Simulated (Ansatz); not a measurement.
Worked example: zone-centre phonon calculation of NbTc (Cmmm, 2 atoms in the cell) in Ansatz (a program for electronic structure).

Level of theory: LDA (PW92), default PAW files made with PBE (plane waves; Ansatz).

```
NbTc
1.0
    1.60130    -2.30988     0.00000
    1.60130     2.30988     0.00000
    0.00000     0.00000     4.43654
Nb Tc
1 1
Direct
  0.00000   0.00000   0.00000
  0.50000   0.50000   0.50000
```

Reference input (self-consistent single point, DFT, LDA (PW92), plane waves, default PAW files made with PBE): basis.ecutwfc = 500 eV; kpoints.mp_grid.grid = 12 12 8; hamiltonian.xc = lda; hamiltonian.pseudopotentials = {kind: paw} (the program's default PAW files); scf.occupations.method = gaussian; scf.occupations.width = 0.1 eV. This run's input differs from it in these lines:

```diff
@@ -21,6 +21,6 @@
     width: 0.1 eV
-output:
-  forces: true
-  eigenvalues: true
-  stress: true
+  convergence:
+    dr2_threshold: 1.0e-05 eV
+phonons:
+  method: dfpt
```

The program printed (abridged):

```
SCF iter   1: F=—  HF=-9724.898154 eV  |F-HF|=—  |Δ(HF+E_count)|=         —  Δρ=8.00e-2  dr2=2.72e0  ethr=3.10e-3  ⟨swp⟩=5.0  Hψ=15817  notcnv=0
all-band conjugate gradients solve this SCF's bands
preconditioner: auto → none
SCF iter   2: F=—  HF=-9724.369507 eV  |F-HF|=—  |Δ(HF+E_count)|=   5.29e-1  Δρ=5.17e-2  dr2=1.56e0  ethr=3.10e-3  ⟨swp⟩=2.6  Hψ=7987  notcnv=0  defer=24
   [... lines left out ...]
SCF iter   4: F=—  HF=-9724.043892 eV  |F-HF|=—  |Δ(HF+E_count)|=   1.61e-3  Δρ=2.71e-3  dr2=5.61e-3  ethr=5.83e-5  ⟨swp⟩=2.5  Hψ=7355  notcnv=0  defer=23
SCF iter   5: F=—  HF=-9724.042978 eV  |F-HF|=—  |Δ(HF+E_count)|=   9.14e-4  Δρ=7.17e-4  dr2=2.01e-4  ethr=2.01e-5  ⟨swp⟩=2.1  Hψ=5358  notcnv=0  defer=23
SCF iter   6: F=—  HF=-9724.042948 eV  |F-HF|=—  |Δ(HF+E_count)|=   2.97e-5  Δρ=1.25e-4  dr2=1.71e-6  ethr=3.57e-8  ⟨swp⟩=8.6  Hψ=30456  notcnv=0
SCF iter   7: F=-9724.042949 eV  HF=-9724.042949 eV  |F-HF|=1.32e-8  |Δ(HF+E_count)|=   4.06e-7  Δρ=2.32e-5  dr2=7.00e-8  ethr=6.09e-9  ⟨swp⟩=8.9  Hψ=25309  notcnv=0
SCF 1 converged in 7 iterations: F = -9724.042949 eV  dr2 = 7.00e-8
DFPT response loops at Γ: preconditioner auto → Kerker (q_TF=auto, 2.657 Å⁻¹) (partly filled bands, converged f_vac=0.000) …
Free energy (F): -9724.042949 eV
Internal energy: -9724.035250 eV  (E = F + TS)
E sigma→0 (E₀):  -9724.039100 eV
Entropy (-TS):   -0.007698 eV (-3.849 meV/atom)
Fermi energy:    19.521007 eV
--- Phonons (Γ-DFPT): 6 representative perturbations + reference, on 215 of 1152 k-points (Σ response iterations 18) ---
  k mesh reduced under 8 symmetry operations, with k and −k counted as one. Each operation leaves every solved displacement unchanged or reverses it
  ASR residual: 1.697e-2 → 0.000e0 eV/Å²; symmetrization residual: 7.161e-6 eV/Å²
  ASR residual per site (eV/Å²): 1.19e-2 1.70e-2
  Γ frequencies (cm⁻¹): 0.00 0.00 0.00 148.21 189.12 209.01
  non-analytic LO–TO correction: not included (Born effective charges unavailable; polar crystals: no LO–TO splitting at Γ)
```

The run converged in 7 iterations. 

Summary of the result:
```
Quantity                                                                   Value
--------------------------------------------------------  ----------------------
Free energy E − TS (on the zero of these files)                    -9724.0429 eV
Fermi level (on the code's own zero)                                    19.52 eV
Zone-centre frequencies (cm⁻¹; negative means imaginary)  0, 0, 0, 148, 189, 209
```

The starting cell comes from a database of computed structures (which also holds hypothetical and non-ambient phases and stackings), without a prior relaxation at this level. Its lattice was rescaled by up to half a per cent. Spin polarisation is off.

Cost on one core of a shared machine: roughly 90 s.

Keys are those of Ansatz 0.2.
